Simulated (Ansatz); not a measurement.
Base system: MgO in the rock salt structure (space group Fm-3m, No. 225; a = 4.2141 Å). Axes: x, y, z lie along the cube axes.

The values are results of PBEsol in Ansatz (plane waves to 420 eV, PAW, no spin-orbit coupling), not measurements.

Modification: uniaxial strain ε_zz = +0.50 %, all other strain components held at zero; the atoms relax in the strained cell.

Question: Predict the stress tensor and what it implies for the stiffness.

Answer: Stress of the strained cell less that of the base (GPa, compression positive):
```
  -0.44    0.00    0.00
   0.00   -0.44    0.00
   0.00    0.00   -1.42
```

Then −Δσ_ii/ε with ε = 0.0050 gives relaxed-ion elastic constants: C33 ≈ 284 GPa, C13 ≈ 89 GPa and C23 ≈ 89 GPa.

No phonon test of stability was made.

Ansatz is a quantum-chemistry and plane-wave program.
